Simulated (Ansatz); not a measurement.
A computed series for TiSi2: pressure series

The reference is TiSi$_{2}$ (space group Fddd, No. 70; a = 4.760 Å, b = 8.180 Å, c = 8.500 Å).

Cell and atoms are relaxed at each pressure.

Method: Ansatz (a first-principles code) PBEsol, no spin-orbit coupling.

Notes on the quantities. enthalpy: H = E + PV relative to the base's energy.

| change | volume per atom | enthalpy |
|---|---|---|
| base | 13.79 Å³ | – |
| pressure 0.3 GPa | 13.76 Å³ | +0.03 eV/atom |
| pressure 0.7 GPa | [?] | +0.06 eV/atom |
| pressure 1.5 GPa | 13.66 Å³ | +0.13 eV/atom |
| pressure 3 GPa | 13.53 Å³ | +0.26 eV/atom |
| pressure 5 GPa | 13.37 Å³ | +0.42 eV/atom |

### Question
Fill in the withheld entries from the trend.

### Answer

- pressure 0.7 GPa, volume per atom: 13.73 Å³

Load acts through the strain it causes; cell and atoms are relaxed under it. Whether these cells are dynamically stable was not tested. Competing high-pressure phases were not computed. All final runs are without spin polarisation.
